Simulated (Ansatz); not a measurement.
System: SnO (model structure, started from the alpha GeTe type, R3m, No. 160, 2 atoms in the cell). Method: r²SCAN (Ansatz, a program for electronic structure, PAW).

Numerical settings: plane-wave cutoff 500 eV, 14×14×14 k mesh, Fermi–Dirac smearing 0.05 eV, scalar-relativistic PAW data made under PBE.

Cell (relaxed at this level):

```cif
data_O3Sn3
_chemical_formula_sum 'Sn3 O3'
_space_group_name_H-M_alt 'R3m :H'
_space_group_IT_number 160
_space_group_name_Hall 'R 3 -2"'
_cell_length_a 3.31507
_cell_length_b 3.31507
_cell_length_c 12.75015
_cell_angle_alpha 90.000
_cell_angle_beta 90.000
_cell_angle_gamma 120.000
loop_
_atom_site_label
_atom_site_type_symbol
_atom_site_symmetry_multiplicity
_atom_site_Wyckoff_symbol
_atom_site_fract_x
_atom_site_fract_y
_atom_site_fract_z
_atom_site_occupancy
Sn1 Sn 3 a 0.00000 0.00000 0.20685 1
O1 O 3 a 0.00000 0.00000 0.79315 1
```
(The calculation used a cell of 2 atoms; values per cell refer to that cell.)

Question: Estimate the band gap that the calculation returns.

Answer: 
- band gap = 1.13 eV (on the SCF k mesh)

Note: the relaxation could raise the start's symmetry but not lower it, so the cell can be a saddle point; the cell has widely spaced layers and the level no dispersion term, so their spacing and the moduli can rest on weak binding.

Spin–orbit coupling is not included.

It cost around 12 core-minutes (rough) of CPU time.

A model structure was made by putting elements into a prototype or built by hand; it is no filed structure, need not be a known phase, and can be a saddle point held by its symmetry.
